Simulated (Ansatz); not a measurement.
Start from MgSe in the rock salt structure (space group Fm-3m, No. 225; a = 5.4496 Å).

The values are results of PBEsol (Ansatz, a first-principles code), no SOC, not measurements.

Before the change:

* **Valley order**: X along ⟨100⟩ 1.78 eV; Γ 2.50 eV

One thing is altered: every lattice vector is stretched by 1.00 %, atoms relaxed at fixed cell.

How does this affect the mean gap deformation potential ΔEg/Δln V and valley order?

The mean gap deformation potential ΔEg/Δln V comes out as -1.6 eV; the valley order (the lowest conduction-band minima on the path, energy above the VBM, named in the base's zone) becomes X along ⟨100⟩ 1.73 eV; Γ 2.31 eV (base: X along ⟨100⟩ 1.78 eV; Γ 2.50 eV).

The cells carry an imposed strain or load. Stability against distortions was not tested.
